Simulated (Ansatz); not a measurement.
**Ge (P6₃/mmc, No. 194, 8 atoms in the cell; start mp-1091415; another form than the element's usual one)**

The numbers are results of r²SCAN in Ansatz (plane waves, PAW), not measurements.

Settings: plane-wave cutoff 560 eV, 18×18×4 k mesh (along the axes of the cell as run), Fermi–Dirac smearing 0.05 eV, scalar-relativistic PAW data made under PBE.

Cell (relaxed at this level):

```cif
data_Ge8
_chemical_formula_sum 'Ge8'
_space_group_name_H-M_alt 'P 1'
_space_group_IT_number 1
_cell_length_a 4.00365
_cell_length_b 4.00365
_cell_length_c 13.15339
_cell_angle_alpha 90.000
_cell_angle_beta 90.000
_cell_angle_gamma 120.000
loop_
_space_group_symop_operation_xyz
  'x, y, z'
loop_
_atom_site_label
_atom_site_type_symbol
_atom_site_fract_x
_atom_site_fract_y
_atom_site_fract_z
_atom_site_occupancy
Ge1 Ge 0.00000 0.00000 0.40684 1
Ge2 Ge 0.00000 0.00000 0.59316 1
Ge3 Ge 0.00000 0.00000 0.90684 1
Ge4 Ge 0.00000 0.00000 0.09316 1
Ge5 Ge 0.33333 0.66667 0.34411 1
Ge6 Ge 0.66667 0.33333 0.65589 1
Ge7 Ge 0.66667 0.33333 0.84411 1
Ge8 Ge 0.33333 0.66667 0.15589 1
```

- band gap: 0.27 eV (on the SCF k mesh)
- bulk modulus B0: 71.2 GPa

Note: the relaxation could not lower the start's symmetry, so the cell can be a saddle point above a distorted one; the bulk modulus is −V dP/dV from two relaxed cells at ±2 % in volume.

Spin–orbit coupling is not included.

Computed values are for the static lattice.

The result took very roughly 6 core-minutes.

A start named mp-… is a Materials Project structure, which need not be a measured phase.

Ansatz is a quantum-chemistry and plane-wave program.
